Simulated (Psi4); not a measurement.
Psi4 1.11, PBE0/def2-svp, scf_type pk: C=C[SiH2][SiH2]/N=C\[SiH3], 18 atoms. The geometry is a generated start, not checked to be a minimum at this level.

- task = energy
- method = pbe0
- basis = def2-svp
- memory = 7 GB
- e_convergence = 1e-08
- d_convergence = 1e-07
- guess = auto, which took SAD (default)
- diis_max_vecs = 10 (default)
- scf_initial_accelerator = adiis (default)
- dft_radial_points = 75 (default)
- dft_spherical_points = 302 (default)
- basis functions = 165
- grid points = 384039

```xyz
18

C      3.9916    -1.0922    -0.1688
C      2.9725    -0.5613    -0.8573
Si     1.9090     0.8405    -0.3093
Si    -0.2956     0.1375    -0.0663
N     -1.3988     1.4054     0.3786
C     -2.6695     1.2307     0.5796
Si    -3.7801    -0.2849     0.4955
H      4.2881    -0.7272     0.8114
H      4.5684    -1.9156    -0.5816
H      2.7226    -0.9542    -1.8379
H      2.0077     1.9170    -1.3327
H      2.4417     1.3747     0.9759
H     -0.7962    -0.4434    -1.3386
H     -0.4035    -0.9172     0.9740
H     -3.2448     2.1301     0.8570
H     -5.1922     0.0871     0.7785
H     -3.3777    -1.3117     1.4937
H     -3.7434    -0.9153    -0.8516
```

The reference run uses exact four-centre integrals (scf_type = pk). Single runs; times are not shown.

Measured:

| setting | energy against the reference |
|---|---|
| scf_type = cd, cholesky_tolerance = 1e-06 | −0.0066 meV/atom |
| scf_type = cd, cholesky_tolerance = 1e-05 | −0.084 meV/atom |
| scf_type = cd, cholesky_tolerance = 0.001 | −4.1 meV/atom |
| scf_type = cd, cholesky_tolerance = 0.01 | +14 meV/atom |

Q: How far does the result lie from the reference with scf_type = cd, cholesky_tolerance = 0.0001 (default)?

A: energy against the reference: −1.8 meV/atom. Total energies are compared; such shifts often cancel in part in energy differences.
